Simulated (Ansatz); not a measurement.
Take W in the bcc (W type) structure (space group Im-3m, No. 229; relaxed with 0.1 eV smearing) as the base.

```
W
1.0
   -1.58442     1.58442     1.58442
    1.58442    -1.58442     1.58442
    1.58442     1.58442    -1.58442
W
1
Direct
  0.00000   0.00000   0.00000
```

Cartesian axes are those of the cell as printed.

The values are results of r2SCAN in Ansatz (plane waves to 500 eV, PAW, spin-orbit coupling left out), not measurements.

Before the change:

Shortest interatomic distance: 274.4 pm
Pressure: 0.0 GPa
Band gap: zero

Modification: uniaxial strain ε_zz = +1.00 %, all other strain components held at zero, atoms relaxed at fixed cell.

### Question
Estimate the effect on the energy relative to the base, shortest interatomic distance, pressure and band gap.

### Answer
The energy goes up by 2.7 meV/atom; the shortest interatomic distance rises by 0.9 pm, from 274.4 pm to 275.3 pm; the pressure (mean of the normal stresses, compression positive) goes from zero to -3.1 GPa; the band gap remains zero.

No phonon test of stability was made. All final runs are without spin polarisation.

Ansatz is a first-principles code.
